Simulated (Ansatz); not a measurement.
Cell and atoms of amorphous Si₁₀B₂₀O₅₀:

```xyz
80
Lattice="10.7631 -0.1729 0.4216 -0.1729 10.7169 0.4318 0.4216 0.4318 10.6172" Properties=species:S:1:pos:R:3 pbc="T T T"
Si     1.6587     8.1355     9.0345
Si     7.7511     0.8788     5.7613
Si     8.0340     1.2091     1.0568
Si     4.5098     2.9317     8.4579
Si     5.3882     3.0218     5.4292
Si     9.2953     8.1698     9.8151
Si     6.3139     5.8982     4.4244
Si     4.3897     8.2542     4.1971
Si     6.8899    10.1300     3.5568
Si     0.8733     3.0883     3.2633
B      8.4329     9.2743     1.4963
B      7.7047     5.2081     1.9812
B      7.8691     7.4457     6.4043
B      0.3750     3.4302     8.0538
B      3.1857     2.0151     3.9759
B     10.4384     1.2004     5.3968
B      8.7654     3.8991     7.9149
B      9.6646     5.8360     6.6557
B      7.3620     6.1560    10.2487
B      1.6713    10.8774     5.7491
B      3.2778     6.9676    10.8167
B      2.7870     8.6054     6.5051
B      0.7216     4.4743     5.7996
B      7.0901     2.5814     9.2593
B      2.0165    10.3441    10.8075
B      1.9850     1.9144     9.3788
B      2.6325     8.4009     1.9950
B      5.0370     5.4453     9.6395
B      9.6211     3.4643     1.9387
B      7.7374     9.5173     7.8821
O      1.9462     9.4577     1.4386
O      2.1429     6.9427    10.0411
O      2.3968     2.5754     2.9822
O      1.9302     9.6182     6.1860
O      8.6122    10.5452     1.0001
O      5.0829     6.8121     3.8459
O      8.8873     4.5873     1.6625
O      0.9792     4.1593     4.5001
O      7.3060     8.4862     7.0863
O      0.9869     3.5717     6.8131
O      3.2282     2.0279     8.8385
O      6.4001     5.5797     9.4419
O      0.5757     0.6042     5.6504
O      2.0726     9.5874     9.6598
O      9.1066     2.2089     1.7517
O      5.4644     9.4642     3.9422
O      9.2056     7.1219     6.5755
O      2.5231     7.9103     7.6662
O      8.7462     4.8194     6.9022
O      6.6903     2.0515     5.4497
O      7.3737     5.4104     3.2886
O      2.9149     7.2157     1.3872
O     10.8031     7.8740     9.2793
O      7.8069     9.0440     2.7100
O      0.9550     2.7734     9.0963
O      7.8236     2.3711    10.3871
O      6.8385     5.6040     0.9932
O      0.2288     5.7444     6.0633
O      3.0897     8.5812     3.2751
O      4.4108     2.5678     4.2076
O     10.6908     1.6732     4.1377
O      7.0961     6.8124     5.4942
O      5.7700     4.5700     5.1695
O      9.8607     3.6907     8.7178
O      8.5669     9.3629     8.9596
O      4.6081     2.9179     6.8445
O      7.2546    10.7779     7.5749
O      7.6642    10.5611     4.9251
O      8.8807     8.1904     0.7724
O      4.3207     4.4550     9.0267
O      1.7421     0.9191    10.2898
O      6.8992     0.7368     2.1570
O      8.4083     6.8051     9.6400
O      2.8085     0.9132     4.7093
O      4.4436     6.3496    10.4716
O      5.7679     2.2234     9.2316
O      9.2395     1.5054     5.9914
O      0.1593     3.7851     1.9794
O      3.8647     8.2240     5.7469
O      7.5981     3.2135     8.1436
```

The numbers are results of PBE, scalar-relativistic without spin-orbit coupling (plane waves to 420 eV, PAW; Ansatz, a program for electronic structure), not measurements.

It comes from a melt-quench run on a machine-learned potential (CHGNet), relaxed afterwards by DFT. O atoms were pushed apart under 1.9 Å during the dynamics, to hinder bonds among them. The hot cell started wider than the set density and was brought back towards it in steps. It is the lowest in DFT energy of 2 quenches. It is a model cell: composition and starting density were chosen by hand, and all elements were melted together. No dispersion term was used. Its density started from a set value of 2.05 and ended at 1.76 g/cm³. The simulated quench (nominally 240 K/ps over its main leg) is rapid and tends to freeze in more defects than a deposited or slowly cooled glass has. One small periodic cell is one sample of the glass; other quenches scatter about these values. Volume and shape were free in the relaxation.

Neighbours within Si-Si 2.60 Å, Si-B 2.28 Å, Si-O 1.88 Å, B-B 1.97 Å, B-O 1.62 Å, O-O 1.58 Å count as bonded. Two cations that share two anions don't count as bonded, nor two that share one unless they lie closer than Si-Si 2.38 Å, Si-B 2.09 Å, B-B 1.80 Å.

Q: Give the coordination numbers, mean bond lengths and angles.

A: 
```json
{
 "Mean coordination of Si by anions": "4.00 (10 with 4)",
 "Mean coordination of B by anions": "3.00 (20 with 3)",
 "Mean coordination of O": "2.00 (50 with 2)",
 "Mean B-O bond": "1.372 Å (spread 0.009 Å, 60 counted)",
 "Mean Si-O bond": "1.631 Å (spread 0.011 Å, 40 counted)",
 "Bond angle at Si": "mean 109.5°, spread 2.5°",
 "Bond angle at B": "mean 120.0°, spread 2.8°",
 "Bond angle at O": "mean 139.5°, spread 11.7°"
}
```

Q: List the pairs of like atoms that count as bonded by the rules above.

A: There are none by these rules.

Q: What Bader charges do the atoms carry, from a run on the zone centre alone?

A: Means (range): Si +3.29 e (+3.28 to +3.31), B +2.38 e (+2.37 to +2.39), O -1.61 e (-1.65 to -1.57).
| atom | charge (e) |
|---|---|
| Si1 | +3.29 |
| Si2 | +3.29 |
| Si3 | +3.29 |
| Si4 | +3.29 |
| Si5 | +3.31 |
| Si6 | +3.29 |
| Si7 | +3.31 |
| Si8 | +3.29 |
| Si9 | +3.28 |
| Si10 | +3.29 |
| B11 | +2.37 |
| B12 | +2.38 |
| B13 | +2.39 |
| B14 | +2.38 |
| B15 | +2.38 |
| B16 | +2.38 |
| B17 | +2.38 |
| B18 | +2.37 |
| B19 | +2.38 |
| B20 | +2.38 |
| B21 | +2.39 |
| B22 | +2.39 |
| B23 | +2.38 |
| B24 | +2.38 |
| B25 | +2.38 |
| B26 | +2.39 |
| B27 | +2.38 |
| B28 | +2.38 |
| B29 | +2.39 |
| B30 | +2.38 |
| O31 | -1.59 |
| O32 | -1.62 |
| O33 | -1.61 |
| O34 | -1.60 |
| O35 | -1.61 |
| O36 | -1.64 |
| O37 | -1.59 |
| O38 | -1.62 |
| O39 | -1.59 |
| O40 | -1.59 |
| O41 | -1.62 |
| O42 | -1.58 |
| O43 | -1.59 |
| O44 | -1.63 |
| O45 | -1.62 |
| O46 | -1.65 |
| O47 | -1.58 |
| O48 | -1.60 |
| O49 | -1.59 |
| O50 | -1.65 |
| O51 | -1.62 |
| O52 | -1.59 |
| O53 | -1.64 |
| O54 | -1.61 |
| O55 | -1.59 |
| O56 | -1.63 |
| O57 | -1.59 |
| O58 | -1.58 |
| O59 | -1.61 |
| O60 | -1.61 |
| O61 | -1.63 |
| O62 | -1.63 |
| O63 | -1.65 |
| O64 | -1.59 |
| O65 | -1.61 |
| O66 | -1.65 |
| O67 | -1.61 |
| O68 | -1.65 |
| O69 | -1.61 |
| O70 | -1.62 |
| O71 | -1.57 |
| O72 | -1.64 |
| O73 | -1.62 |
| O74 | -1.60 |
| O75 | -1.59 |
| O76 | -1.61 |
| O77 | -1.62 |
| O78 | -1.60 |
| O79 | -1.61 |
| O80 | -1.59 |
